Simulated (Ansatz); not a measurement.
Converging the plane-wave cutoff: ZnBiF6 (R3, 8 atoms in the cell)

```xyz
8
Lattice="2.7610 1.5940 4.7647 -2.7610 1.5940 4.7647 0.0000 -3.1881 4.7647" Properties=species:S:1:pos:R:3 pbc="T T T"
Zn     0.0000     0.0000     7.1971
Bi     0.0000     0.0000     0.0000
F     -0.5410     1.5260     8.2876
F      0.5410    -1.5260     6.0065
F     -1.0510    -1.2315     8.2876
F      1.0510     1.2315     6.0065
F      1.5920    -0.2945     8.2876
F     -1.5920     0.2945     6.0065
```

Level of theory: LDA (PW92), default PAW files made with PBE (plane waves; Ansatz, a quantum-chemistry and plane-wave program).

Base settings: basis.ecutwfc = 420 eV; kpoints.mp_grid.grid = 4 4 4; hamiltonian.xc = lda; hamiltonian.pseudopotentials = {kind: paw} (the program's default PAW files); scf.occupations.method = fermi_dirac; scf.occupations.width = 0.1 eV.

The second cell is the first with its lattice scaled by 0.98.

The mesh stays at the base's, so the ladder's end is converged at best in this setting alone.

The first pressure column holds Ansatz's estimate of the finite-basis (Pulay) stress, which hides part of the cutoff error; the other is without it.

Only quantities that move along the ladder and can be compared are tabulated.

The count of work is k-points × plane waves × bands × iterations; it is no time. 

The starting cell comes from a database of computed structures (which also holds hypothetical and non-ambient phases and stackings), without a prior relaxation at this level. Its lattice was rescaled by up to half a per cent. One atom was moved a little off its site on purpose.

| basis.ecutwfc | free energy less the last step's (meV/atom) | energy of the compressed cell less the first (meV/atom) | pressure (GPa) | pressure without the Pulay estimate (GPa) | largest difference of a force vector from the last step's (eV/Å) | count of work / last |
|---|---|---|---|---|---|---|
| 145 eV | 44903.67 | -149.86 | -19.55 | -1163.10 | 3.101 | 0.072 |
| 170 eV | 23166.10 | 341.50 | 17.88 | -704.96 | 2.852 | 0.085 |
| 190 eV | 13456.59 | 71.39 | 17.04 | -464.92 | 1.036 | 0.082 |
| 210 eV | 7676.34 | 43.57 | -1.36 | -302.11 | 1.336 | 0.11 |
| 230 eV | 4427.63 | 2.53 | -4.98 | -197.37 | 1.068 | 0.12 |
| 250 eV | 2516.56 | 19.63 | -5.02 | -126.92 | 0.416 | 0.14 |
| 295 eV | 664.23 | -5.03 | -3.27 | -44.51 | 0.117 | 0.18 |
| 335 eV | 184.04 | -1.81 | -2.83 | -16.86 | 0.008 | 0.22 |
| 380 eV | 37.97 | 0.97 | -2.64 | -6.21 | 0.009 | 0.23 |
| 420 eV | 8.77 | 1.98 | -2.56 | -3.44 | 0.002 | 0.27 |
| 460 eV | 2.96 | 2.12 | -2.55 | -2.70 | 0.001 | 0.31 |
| 505 eV | 2.18 | 2.12 | -2.55 | -2.56 | 0.001 | 0.36 |
| 565 eV | 2.00 | 2.10 | -2.55 | -2.56 | 0.001 | 0.42 |
| 630 eV | 1.83 | 2.08 | -2.55 | -2.56 | 0.001 | 0.49 |
| 735 eV | 1.43 | 2.06 | -2.56 | -2.59 | 0.001 | 0.62 |
| 840 eV | 0.60 | 2.05 | -2.56 | -2.60 | 0.000 | 0.76 |
| 1010 eV | 0.00 | 2.03 | -2.56 | -2.56 | 0.000 | 1.0 |

Coarsest basis.ecutwfc that holds the pressure without the Pulay estimate within 0.1 GPa of the last step, with all finer ones: 505 eV, at 0.36 of the last step's count of work; the step before is off by 0.14 GPa.

Coarsest basis.ecutwfc that holds the pressure within 0.1 GPa of the last step, with all finer ones: 380 eV, at 0.23 of the last step's count of work; the step before is off by 0.27 GPa.

State of the free energy at the end of the ladder: still drifting one way, by 1.4 meV/atom over the last two steps, so the last step is no safe reference.

The energy difference between the two cells stays within 1 meV/atom of the last step's from 420 eV on, the total only from 840 eV on: much of the error is common to both cells and cancels.

Two neighbours can agree and both be off: 505 eV and 565 eV differ by 0.17 meV/atom in the free energy, yet lie about 2.0 meV/atom from the last step.

At the lowest cutoff the pressure without the Pulay estimate lies 1160 GPa under the last step's, the usual sign of Pulay stress in an incomplete plane-wave basis.

Keys are those of Ansatz 0.2.
